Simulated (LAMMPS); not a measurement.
Consider Cu (fcc), solid and liquid side by side in a cell of 3024 atoms at 2 GPa in molecular dynamics.

Model: classical MD, pair style eam/alloy, file CuNi.eam.alloy (LAMMPS).

```yaml
melting_point: 1350 ± 27 K
enthalpy_of_fusion: 0.12 eV/atom
entropy_of_fusion: 1.0 kB/atom
volume_change_on_melting: 4.4 %
volume_of_the_solid_at_the_melting_point: 12.57 Å³/atom
volume_of_the_liquid_there: 13.13 Å³/atom
Clausius-Clapeyron slope: 39 K/GPa
limit_of_superheating_of_the_perfect_crystal: 1700 K
cost: roughly 15 core-minutes
```

Potential: file CuNi.eam.alloy of the LAMMPS distribution; its header cites Onat and Durukanoglu, J Phys Cond Matt, 26, 035404 (2014).

Caution: the error of the potential's melting point is set to 2 % at least, a picked allowance for cell size and run length.
